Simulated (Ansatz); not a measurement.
Electronic density of states of amorphous Si30N44Hf3, density 3.81 g/cm³, on a 2×2×2 Γ-centred mesh with a Gaussian width of 0.1 eV; energies count from the Fermi level, whose place inside the gap is arbitrary. Cell and mesh are small, so fine structure isn't converged. Method: PBE, scalar-relativistic without spin-orbit coupling (plane waves to 420 eV, PAW; Ansatz, a quantum-chemistry and plane-wave program). Sampling: a 2×2×2 Γ-centred mesh; Fermi-Dirac width 0.02 eV; no spin polarisation. At PBE the levels at the filled edge of the gap are localised (band-tail or defect states), and the nearest spread-out levels lie 2.9 eV apart at the zone centre.

Preparation: random packing, a CHGNet melt and quench, and a DFT relaxation. N atoms were pushed apart under 1.9 Å during the dynamics, to hinder bonds among them. The hot cell started wider than the set density and was brought back towards it in steps. It is the lowest in DFT energy of 2 quenches. It is a model cell: composition and starting density were chosen by hand, and all elements were melted together. No dispersion term was used. Its density started from a set value of 3.81 and ended at 3.81 g/cm³. The quench (nominally 450 K/ps over its main leg) was far faster than any real one, so the model tends to hold more defects than a real film. One small periodic cell is one sample of the glass; other quenches scatter about these values. The volume was held where the preparation left it and the shape relaxed, at a PBE pressure of 0.8 GPa. Stress components on the final sampling reach 0.9 GPa.

(E - EF (eV), states/(eV atom)): (-12.00, 0.00); (-11.90, 0.00); (-11.80, 0.00); (-11.70, 0.00); (-11.60, 0.00); (-11.50, 0.00); (-11.40, 0.00); (-11.30, 0.00); (-11.20, 0.01); (-11.10, 0.06); (-11.00, 0.13); (-10.90, 0.14); (-10.80, 0.13); (-10.70, 0.13); (-10.60, 0.19); (-10.50, 0.21); (-10.40, 0.18); (-10.30, 0.18); (-10.20, 0.20); (-10.10, 0.24); (-10.00, 0.26); (-9.90, 0.26); (-9.80, 0.23); (-9.70, 0.23); (-9.60, 0.22); (-9.50, 0.20); (-9.40, 0.23); (-9.30, 0.24); (-9.20, 0.26); (-9.10, 0.29); (-9.00, 0.24); (-8.90, 0.23); (-8.80, 0.22); (-8.70, 0.23); (-8.60, 0.23); (-8.50, 0.24); (-8.40, 0.28); (-8.30, 0.28); (-8.20, 0.28); (-8.10, 0.30); (-8.00, 0.32); (-7.90, 0.36); (-7.80, 0.32); (-7.70, 0.31); (-7.60, 0.33); (-7.50, 0.32); (-7.40, 0.37); (-7.30, 0.39); (-7.20, 0.36); (-7.10, 0.36); (-7.00, 0.38); (-6.90, 0.39); (-6.80, 0.37); (-6.70, 0.37); (-6.60, 0.40); (-6.50, 0.43); (-6.40, 0.42); (-6.30, 0.42); (-6.20, 0.43); (-6.10, 0.45); (-6.00, 0.46); (-5.90, 0.47); (-5.80, 0.47); (-5.70, 0.48); (-5.60, 0.47); (-5.50, 0.47); (-5.40, 0.50); (-5.30, 0.51); (-5.20, 0.52); (-5.10, 0.48); (-5.00, 0.49); (-4.90, 0.45); (-4.80, 0.45); (-4.70, 0.50); (-4.60, 0.45); (-4.50, 0.44); (-4.40, 0.50); (-4.30, 0.50); (-4.20, 0.44); (-4.10, 0.44); (-4.00, 0.42); (-3.90, 0.42); (-3.80, 0.44); (-3.70, 0.45); (-3.60, 0.45); (-3.50, 0.47); (-3.40, 0.45); (-3.30, 0.48); (-3.20, 0.50); (-3.10, 0.53); (-3.00, 0.55); (-2.90, 0.50); (-2.80, 0.46); (-2.70, 0.42); (-2.60, 0.43); (-2.50, 0.40); (-2.40, 0.39); (-2.30, 0.38); (-2.20, 0.37); (-2.10, 0.34); (-2.00, 0.33); (-1.90, 0.28); (-1.80, 0.24); (-1.70, 0.27); (-1.60, 0.22); (-1.50, 0.11); (-1.40, 0.09); (-1.30, 0.13); (-1.20, 0.04); (-1.10, 0.00); (-1.00, 0.00); (-0.90, 0.00); (-0.80, 0.00); (-0.70, 0.00); (-0.60, 0.00); (-0.50, 0.00); (-0.40, 0.00); (-0.30, 0.00); (-0.20, 0.00); (-0.10, 0.00); (0.00, 0.00); (0.10, 0.00); (0.20, 0.00); (0.30, 0.00); (0.40, 0.00); (0.50, 0.00); (0.60, 0.00); (0.70, 0.00); (0.80, 0.00); (0.90, 0.00); (1.00, 0.00); (1.10, 0.00); (1.20, 0.01); (1.30, 0.03); (1.40, 0.10); (1.50, 0.17); (1.60, 0.15); (1.70, 0.17); (1.80, 0.20); (1.90, 0.20); (2.00, 0.24); (2.10, 0.27); (2.20, 0.23); (2.30, 0.20); (2.40, 0.25); (2.50, 0.25); (2.60, 0.30); (2.70, 0.37); (2.80, 0.35); (2.90, 0.30); (3.00, 0.33); (3.10, 0.33); (3.20, 0.32); (3.30, 0.32); (3.40, 0.33); (3.50, 0.33); (3.60, 0.31); (3.70, 0.27); (3.80, 0.32); (3.90, 0.39); (4.00, 0.39); (4.10, 0.39)

The level gap on this mesh is 2.55 eV; the broadening fills part of it in the curve.
